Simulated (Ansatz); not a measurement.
# PBE against PBEsol: hypothetical P-6m2 GaN, isotropic strain −5.24 %

Consider GaN (space group P-6m2, No. 187; a = 2.979 Å, c = 2.687 Å; a hypothetical phase, not in the database extracts checked; relaxed with 0.1 eV smearing).

(Cell as relaxed with PBE.)

Levels (all Ansatz, a first-principles code, PAW): PBE (420 eV, no SOC); PBEsol (420 eV, no spin-orbit coupling).

Each level relaxes its own structure.

```csv
base,PBE,PBEsol
volume per atom,10.33 Å³,9.94 Å³
lattice parameter a,5.630 bohr,5.554 bohr
band gap,zero,zero
```

The change: every lattice vector is shortened by 5.24 %, atoms relaxed at fixed cell.

| quantity | PBE | PBEsol |
|---|---|---|
| energy relative to the base (free energy F) | +168 meV/atom | +182 meV/atom |
| pressure (mean of the normal stresses, compression positive) | 40.8 GPa | 45.7 GPa |
| band gap | zero | zero |

PBE's energy relative to the base lies 13 meV/atom below PBEsol's; PBE's pressure lies 4.83 GPa below PBEsol's; the two agree on the band gap. Neither level is exact; PBEsol is the comparison here, not a measurement.

Stability against distortions was not tested. The final runs are not spin-polarised.
